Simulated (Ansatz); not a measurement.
Defect migration in monoclinic ZrO2: interstitial N, charge state -1. These are PBE, PAW (plane waves to 420 eV; Ansatz, an electronic-structure program) values and carry that method's errors.

Settings: 96 host sites, the relaxed PBE lattice, the Γ point alone, smearing 0.01 eV, spin-restricted, no image-charge correction. Static, classical nuclei. The charge state is imposed; whether it is stable for some Fermi level was not computed. Sites that were not tried may lie lower. The start lies 0.26 eV above the lowest site run (PBE).

Barriers: single points on a 2×2×2 k-point mesh shifted by half a step at the bands' geometries.

Relaxed starting cell (atoms counted from 1):

```
CELL_PARAMETERS angstrom
     10.37868     0.00000     0.00000
      0.00000    10.48354     0.00000
     -1.80708     0.00000    10.60481
ATOMIC_POSITIONS crystal
  Zr 0.13759 0.22875 0.35233
  Zr 0.13729 0.22874 0.85567
  Zr 0.13886 0.72577 0.35642
  Zr 0.13806 0.72889 0.85386
  Zr 0.63793 0.22752 0.35409
  Zr 0.63620 0.22908 0.85366
  Zr 0.63837 0.72969 0.35394
  Zr 0.63803 0.72888 0.85339
  Zr 0.36210 0.27240 0.14420
  Zr 0.35866 0.27185 0.64395
  Zr 0.36252 0.77211 0.14500
  Zr 0.36073 0.77213 0.64371
  Zr 0.86155 0.27290 0.14454
  Zr 0.86026 0.27272 0.64611
  Zr 0.86342 0.77169 0.14470
  Zr 0.86341 0.77360 0.64374
  Zr 0.36586 0.47760 0.39803
  Zr 0.36258 0.47959 0.89594
  Zr 0.36104 0.97807 0.39412
  Zr 0.36158 0.97863 0.89351
  Zr 0.85987 0.47925 0.39557
  Zr 0.86257 0.47896 0.89465
  Zr 0.86340 0.97787 0.39436
  Zr 0.86192 0.97901 0.89434
  Zr 0.13823 0.02226 0.10476
  Zr 0.13848 0.02661 0.60207
  Zr 0.13919 0.52146 0.10539
  Zr 0.13516 0.51773 0.60644
  Zr 0.63792 0.02219 0.10396
  Zr 0.63675 0.02244 0.60353
  Zr 0.63852 0.52240 0.10418
  Zr 0.63951 0.52267 0.60476
  O  0.03492 0.08045 0.42146
  O  0.03226 0.08707 0.92679
  O  0.03317 0.58285 0.42511
  O  0.03363 0.58695 0.92394
  O  0.53420 0.08485 0.42246
  O  0.53167 0.08715 0.92385
  O  0.53344 0.58781 0.42342
  O  0.53417 0.58782 0.92419
  O  0.46864 0.41338 0.07404
  O  0.47395 0.41385 0.57537
  O  0.46717 0.91337 0.07352
  O  0.46959 0.91021 0.57281
  O  0.96740 0.41443 0.07531
  O  0.94931 0.43060 0.58497
  O  0.96746 0.91330 0.07531
  O  0.96824 0.91441 0.57456
  O  0.46861 0.33700 0.32283
  O  0.46838 0.33830 0.82372
  O  0.46822 0.83598 0.32300
  O  0.46787 0.83795 0.82427
  O  0.96570 0.33777 0.32481
  O  0.96724 0.33634 0.82735
  O  0.96628 0.83286 0.32594
  O  0.96754 0.83770 0.82502
  O  0.03119 0.16325 0.17356
  O  0.02562 0.15875 0.67995
  O  0.03333 0.66289 0.17489
  O  0.03526 0.66770 0.67357
  O  0.53299 0.16305 0.17320
  O  0.53193 0.16318 0.67365
  O  0.53301 0.66358 0.17341
  O  0.53336 0.66397 0.67449
  O  0.14327 0.29853 0.54367
  O  0.22576 0.37147 0.98998
  O  0.22494 0.86995 0.48714
  O  0.22540 0.87214 0.98696
  O  0.72199 0.37099 0.48529
  O  0.72582 0.37232 0.98734
  O  0.72619 0.87303 0.48648
  O  0.72565 0.87231 0.98632
  O  0.27445 0.12856 0.01028
  O  0.28547 0.11771 0.50944
  O  0.27522 0.62867 0.01248
  O  0.27492 0.63008 0.51292
  O  0.77380 0.12903 0.01182
  O  0.77515 0.12923 0.51190
  O  0.77578 0.62899 0.01188
  O  0.77331 0.63207 0.51016
  O  0.27522 0.12062 0.25857
  O  0.27241 0.12449 0.76055
  O  0.27550 0.62103 0.26277
  O  0.27542 0.62449 0.76245
  O  0.77519 0.12160 0.26157
  O  0.77310 0.12234 0.76252
  O  0.77454 0.62137 0.26150
  O  0.77592 0.62264 0.76201
  O  0.22626 0.37813 0.23490
  O  0.22860 0.38499 0.74900
  O  0.22489 0.87749 0.23742
  O  0.22596 0.88192 0.73646
  O  0.72443 0.37850 0.23643
  O  0.72524 0.37894 0.73871
  O  0.72587 0.87857 0.23612
  O  0.72620 0.87941 0.73647
  N  0.23228 0.37277 0.48771
```
Cell charge -1.

End state 1 differs by these moves (Å; atoms that move under 0.08 Å are left out):

```csv
atom,element,Δx,Δy,Δz
9,Zr,0.02,0.00,0.09
33,O,-0.02,0.07,0.03
37,O,0.08,-0.15,-0.02
39,O,-0.04,0.10,0.11
41,O,0.05,-0.08,-0.16
42,O,-0.10,0.11,0.07
46,O,0.19,-0.17,-0.10
49,O,0.29,0.61,-0.35
58,O,0.09,0.06,-0.05
65,O,0.91,0.78,-0.56
74,O,-0.09,0.11,0.01
81,O,-0.05,-0.08,0.00
90,O,-0.01,-0.07,-0.12
93,O,0.08,-0.01,-0.01
97,N,2.37,-0.87,-1.37
```

### Question
Give the forward and backward barriers to end state 1 at the level PBE, PAW.

### Answer
forward 1.18 eV, backward 1.43 eV; at the saddle point atom 97 has neighbours O at 1.89, O at 1.93, O at 2.38; Zr at 2.00, Zr at 2.22, Zr at 2.26 Å. The program found a first-order saddle point.
